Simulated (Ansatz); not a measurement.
The reference is GaAs in the zinc blende structure (space group F-43m, No. 216).

```
CELL_PARAMETERS angstrom
      0.00000     2.83278     2.83278
      2.83278     0.00000     2.83278
      2.83278     2.83278     0.00000
ATOMIC_POSITIONS crystal
  As 0.75000 0.75000 0.75000
  Ga 0.00000 0.00000 0.00000
```

Cartesian axes are those of the cell as printed.

Level of theory: r2SCAN, PAW, 500 eV (Ansatz, an electronic-structure program; spin-orbit coupling left out), earlier PAW set.

Free-standing slabs (2 atom(s) a layer) normal to [110] with 15 Å of vacuum; in-plane cell held at bulk.

One change was made to it. Results:

```json
[
 {"quantity": "band gap", "base": "0.97 eV", "after": "zero"},
 {"quantity": "shortest interatomic distance", "base": "2.453 Å", "after": "2.270 Å"}
]
```

Task: What was done to the base?
A. 1 layer
B. 3 layers
C. 5 layers

Result: A, 1 layer. For comparison, the band gap in the other runs: 3 layers gives 0.52 eV; 5 layers gives 1.07 eV.

Whether these cells are dynamically stable was not tested. All final runs are without spin polarisation. A zero or small gap of GaAs can be the functional's error rather than a property of the material.
